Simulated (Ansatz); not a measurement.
Base system: CdS in the zinc blende structure (space group F-43m, No. 216; a = 5.8791 Å).

Structures relaxed with r2SCAN (Ansatz, a first-principles code), no SOC, earlier PAW set.

Base:

Simulated powder pattern, Co Kα, λ = 1.79026 Å (kinematic, ideal powder, no thermal factors, no anomalous dispersion; the 14 strongest lines at most, above 2 %, up to 2θ = 90°):

| 2θ (°) | I/Imax (%) | hkl |
|---|---|---|
| 30.58 | 100 | (111) |
| 35.46 | 23 | (200) |
| 51.02 | 54 | (220) |
| 60.66 | 42 | (311) |
| 63.66 | 6.0 | (222) |
| 75.04 | 8.5 | (400) |
| 83.16 | 18 | (331) |
| 85.83 | 8.0 | (420) |

After one change:

Simulated powder pattern, Co Kα, λ = 1.79026 Å (kinematic, ideal powder, no thermal factors, no anomalous dispersion; the 14 strongest lines at most, above 2 %, up to 2θ = 90°):

| 2θ (°) | I/Imax (%) |
|---|---|
| 29.98 | 100 |
| 49.98 | 73 |
| 59.39 | 44 |
| 73.37 | 12 |
| 81.24 | 18 |

Name the change that was made.
(A) Cd → Ag
(B) S → Cl
(C) S → Mo

C, S → Mo. Its volume per atom is 26.91 Å³ against 25.40 Å³, and its space group is F-43m (No. 216).

No phonon test of stability was made. As relaxed here, CdMo, AgS and CdCl are hypothetical phases, not in the database extracts checked. The final runs are not spin-polarised. An odd electron count without spin: AgS and CdCl. CdMo has a high density of states at the Fermi level and may be magnetic at this level.
